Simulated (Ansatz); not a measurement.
## What pressure 0.7 GPa does to ZrS2

The parent structure is ZrS$_{2}$ in the CdI2 type structure (space group P-3m1, No. 164; a = 3.635 Å, c = 5.720 Å; layered, stacked along the Cartesian z axis).

One thing is altered: a hydrostatic pressure of 0.7 GPa.

Method: Ansatz (a program for electronic structure) PBE-D3(BJ), scalar-relativistic without spin-orbit coupling. k-mesh 10×10×6 (Γ-centred); smearing 0.05 eV (Fermi–Dirac).

```csv
quantity,base,changed,shift
volume per atom,21.81 Å³,21.40 Å³,-0.415 Å³
lattice parameter a,3.635 Å,3.622 Å,-0.013 Å
c/a ratio,1.574,1.560,-0.014
shortest interatomic distance,2.557 Å,2.552 Å,-0.0044 Å
enthalpy H = E + PV relative to the base's energy,–,+0.09 eV/atom,–
band gap,0.66 eV,0.56 eV,-0.10 eV
gap character,"indirect, Γ → L","indirect, Γ → L",–
smallest direct gap,1.41 eV,1.35 eV,-0.06 eV
mean gap deformation potential ΔEg/Δln V,–,+5.2 eV,–
width of the top valence band,2.07 eV,2.15 eV,+0.08 eV
"valence-band top at Γ (three highest levels, from the VBM)","0.00, -0.24, -0.24 eV","0.00, -0.30, -0.30 eV",–
```

Final structure:

```xyz
3
Lattice="3.6222 0.0000 0.0000 -1.8111 3.1369 0.0000 0.0000 0.0000 5.6499" Properties=species:S:1:pos:R:3 pbc="T T T"
Zr     0.0000     0.0000     0.0000
S      0.0000     2.0913     1.4631
S      1.8111     1.0456     4.1868
```

Cost of the whole job for the changed cell (relaxation, final SCF and bands): roughly 23 core-seconds.

Load acts through the strain it causes; cell and atoms are relaxed under it. Whether these cells are dynamically stable was not tested.
